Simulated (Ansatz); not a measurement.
Take SnO2 in the rutile structure (space group P4_2/mnm, No. 136; a = 4.722 Å, c = 3.190 Å) as the base. Axes: x, y, z lie along a, b, c of the conventional cell.

Computed with LDA (Ansatz, an electronic-structure program; PAW; 420 eV plane waves; spin-orbit coupling left out).

Before the change:

```
Item        Result
--------  --------
Pressure  0.00 GPa
```

The change: uniaxial strain ε_xx = +3.00 %, all other strain components held at zero, atoms relaxed at fixed cell.

### Question
Estimate the effect on the largest internal atomic displacement and pressure.

### Answer
The largest internal atomic displacement amounts to 0.021 Å; the pressure (mean of the normal stresses, compression positive) goes from zero to -5.33 GPa.

No phonon test of stability was made.
